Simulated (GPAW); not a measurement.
Band structure of LuTlTe₂ (R-3m, 4 atoms in the cell).

```yaml
crystal:
  lattice:
    - [2.18903, 1.26384, 8.13839]
    - [-2.18903, 1.26384, 8.13839]
    - [0.00000, -2.52767, 8.13839]
  atoms:
    - { symbol: Lu, position: [0.50000, 0.50000, 0.50000] }
    - { symbol: Tl, position: [0.00000, 0.00000, 0.00000] }
    - { symbol: Te, position: [0.76400, 0.76400, 0.76400] }
    - { symbol: Te, position: [0.23600, 0.23600, 0.23600] }
```

Method of the run: LDA (Perdew-Wang 92), GPAW PAW datasets LDA (gpaw-data 1.0.1) (plane waves; GPAW).

Settings: mode = pw; ecut = 800 eV; xc = LDA; kpts = 5 5 5; mesh shift (steps) = 0 0 0; occupations.name = fermi-dirac; occupations.width = 0 eV; nbands = -8; convergence.forces = 0.001 eV/Å; convergence.bands = -6; symmetry.symmorphic = false; symmetry.tolerance = 0.0005; maxiter = 150; bandpath_npoints = 40.

The starting cell comes from a database of computed structures (which also holds hypothetical and non-ambient phases and stackings), without a prior relaxation at this level. Its lattice was rescaled by a random factor within 2.5 % of one. Spin-orbit coupling is off.

Q: Predict the gap along the standard path and the places of the band edges.

A: The gap along the path is 0.47 eV, from Z to a point between P1 and Z|L; the smallest direct gap on it is 1.30 eV. Another conduction valley lies within 0.1 eV, so the order of the valleys is not sure.

Levels in eV from the top of the valence band on the SCF mesh, bands 22 to 29:
```tsv
point	22	23	24	25	26	27	28	29
Γ	-2.21	-1.79	-0.75	-0.75	1.67	1.67	1.67	2.68
L	-3.06	-2.35	-1.69	-1.19	0.70	1.41	1.84	2.47
B1	-3.09	-2.48	-2.46	-2.00	1.01	1.71	2.26	2.46
B	-3.09	-2.48	-2.46	-2.00	1.01	1.71	2.26	2.46
Z	-2.25	-0.66	-0.66	0.18	1.48	1.65	1.65	2.37
X	-2.92	-2.80	-2.20	-2.09	1.09	1.69	2.31	2.36
Q	-2.92	-2.80	-2.20	-2.09	1.09	1.69	2.31	2.36
F	-2.54	-2.17	-2.13	-1.97	0.74	0.99	2.66	2.90
P1	-2.50	-2.20	-2.11	-1.89	0.67	1.20	2.33	2.88
P	-2.50	-2.20	-2.11	-1.89	0.67	1.20	2.33	2.88
```
